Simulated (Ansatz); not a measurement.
## SiC₂ (model structure, P4₂/mmc, No. 131, 6 atoms in the cell): bulk modulus by level of theory

No measured value is used here.

```csv
level (code),value (GPa),cell (Å³/atom)
LDA (Ansatz),170,11.17
PBE (Ansatz),157,11.62
PBEsol (Ansatz),163,11.40
r²SCAN (Ansatz),170,11.43
```

LDA, PBE, PBEsol, r²SCAN: the bulk modulus is −V dP/dV from two relaxed cells at ±2 % in volume. Each level is taken at its own relaxed cell. Cutoffs differ between the levels. Ansatz's density-functional and Hartree–Fock values are scalar-relativistic unless marked +SOC, with PAW data made under PBE.

A model structure was made by putting elements into a prototype or built by hand; it is no filed structure, need not be a known phase, and can be a saddle point held by its symmetry.

Ansatz is a first-principles code.
